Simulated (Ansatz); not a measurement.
An Ansatz (a program for electronic structure) run: MoS2 with a change (pressure 7 GPa); PBEsol-D3(BJ) (Ansatz, PAW, no spin-orbit coupling), earlier PAW set.

Input:

Ansatz 0.2 input:
```yaml
crystal:
  lattice:
    - [3.0854157424, 0, 0]
    - [-1.5427078712, 2.6720484141, 0]
    - [0, 0, 11.4566172663]
  atoms:
    - { symbol: Mo, position: [0.3333333333, 0.6666666667, 0.25] }
    - { symbol: Mo, position: [0.6666666667, 0.3333333333, 0.75] }
    - { symbol: S, position: [0.3333333333, 0.6666666667, 0.6133227805] }
    - { symbol: S, position: [0.6666666667, 0.3333333333, 0.1133227805] }
    - { symbol: S, position: [0.6666666667, 0.3333333333, 0.3866772195] }
    - { symbol: S, position: [0.3333333333, 0.6666666667, 0.8866772195] }
basis: { ecutwfc: 420, ecutrho_ratio: 4, xc_grid: 2, fft_grid_basis: typed }
kpoints: { mp_grid: { grid: [12, 12, 3] } }
hamiltonian:
  xc: pbesol
  dispersion: d3bj
  pseudopotentials: { azcp: { folder: ./paw }, kind: paw }
scf: { occupations: { method: fermi_dirac, width: 0.05 } }
relax: { f_tol: 0.01, max_steps: 60, cell: { stress_tol: 0.02, p_target: 7.0 } }
output: { forces: true, stress: true }
checkpoint: { write: state.ck, write_every: 1000 }
```

Output (explanatory and most iteration lines left out):

```
Relaxation: its limit of steps is 60 (relax.max_steps)
Pseudopotential: Mo, paw, valence charge 14
Pseudopotential: S, paw, valence charge 6
Crystal: 6 atoms, lattice volume = 94.453 Å³
Basis set: ecut = 420 eV, 1863 PW (Γ), exchange–correlation on 48×48×160 points (8 copies of the dense FFT grid, shifted against one another)
Bands: 32, of which v1, the nominal top of the filled ones, is band 26 counted from 1 (25 counted from 0)
Symmetry: 24 space group operations
Space group: P63/mmc (ITA 194), of the structure as read, at distance tolerance 4.6e-5 Å
k-points: 38 of 432
Functional: x = pbesol(κ = 0.804, μ = 0.12345679012345678), c = pbesol(β = 0.046)
SCF iter   1: F=—  HF=-13344.326647 eV  |F-HF|=—  |Δ(HF+E_count)|=         —  Δρ=6.19e-2  dr2=4.71e0  ethr=3.10e-3  ⟨swp⟩=8.8  Hψ=6538  notcnv=0
SCF iter   2: F=—  HF=-13343.117576 eV  |F-HF|=—  |Δ(HF+E_count)|=    1.21e0  Δρ=3.24e-2  dr2=1.32e0  ethr=3.10e-3  ⟨swp⟩=2.5  Hψ=2301  notcnv=0  defer=6
SCF 1 converged in 8 iterations: F = -13342.691168 eV  dr2 = 4.00e-9
relax step   1: F+E_penalty+E_count = -13342.69116781 eV  Δ(F+E_penalty+E_count) = +0.000e0 eV  max|allowed force component| = 3.885e-5 eV/Å  Δτ_max = 0.0000 Å  P = +2.994 GPa  Ω = 94.453 Å³  (8 SCF iters, dr2 threshold 1.00e-7 eV, accepted)
[... steps on the carried basis left out ...]
relax step   9: F+E_penalty+E_count = -13342.58476105 eV  Δ(F+E_penalty+E_count) = +7.512e-4 eV  max|allowed force component| = 2.767e-4 eV/Å  Δτ_max = 0.0000 Å  P = +6.997 GPa  Ω = 90.972 Å³  stress off target by 4.33e-3 GPa  SCF on the basis re-selected at this cell (its energy is not comparable with the rows above)  (6 SCF iters)
SCF converged after 6 iterations
Free energy (F): -13342.584761 eV
Internal energy: -13342.584202 eV  (E = F + TS)
E sigma→0 (E₀):  -13342.584482 eV
Entropy (-TS):   -0.000559 eV (-0.093 meV/atom)
Fermi energy:    14.114093 eV
  E_disp       = -2.614339  (pairwise vdW)
--- Forces (eV/Å), atoms counted from 1 ---
  atom   1  Mo     0.00000000     0.00000000    -0.00000000
  atom   2  Mo    -0.00000000    -0.00000000     0.00000000
  atom   3  S     -0.00000000    -0.00000000    -0.00027666
  atom   4  S     -0.00000000     0.00000000    -0.00027666
  atom   5  S     -0.00000000     0.00000000     0.00027666
  atom   6  S     -0.00000000    -0.00000000     0.00027666
--- Stress (GPa, compression-positive) ---
        6.997077       0.000000      -0.000000
       -0.000000       6.997077       0.000000
       -0.000000       0.000000       6.995675
  P = ⅓ Tr σ = 6.9966 GPa (69.966 kbar)
--- Relaxed structure (8 steps of the walk, 6 accepted, 1 SCFs on fresh bases) ---
  cell:  # Å, volume = 90.9720 Å³
    - [3.057414269129614, 7.985203866761256e-36, -2.174693819032853e-35]
    - [-1.528707134564807, 2.647798426959278, -1.394471578787445e-18]
    - [-8.074968443935967e-35, -5.978906326110857e-18, 11.23747178568854]
  atoms:
    - { symbol: Mo, position: [0.3333333333333333, 0.6666666666666666, 0.25] }
    - { symbol: Mo, position: [0.6666666666666666, 0.3333333333333333, 0.7499999999999999] }
    - { symbol: S, position: [0.3333333333333333, 0.6666666666666666, 0.6104016584092892] }
    - { symbol: S, position: [0.6666666666666666, 0.3333333333333333, 0.1104016584092891] }
    - { symbol: S, position: [0.6666666666666666, 0.3333333333333333, 0.38959834159071083] }
    - { symbol: S, position: [0.3333333333333333, 0.6666666666666666, 0.8895983415907107] }
```

Load acts through the strain it causes; cell and atoms are relaxed under it. No phonon test of stability was made. Competing high-pressure phases were not computed. The cell was made from MoS2 in the 2H-MoS2 type structure (space group P6_3/mmc, No. 194; layered, stacked along the Cartesian z axis) by this change: pressure 7 GPa.
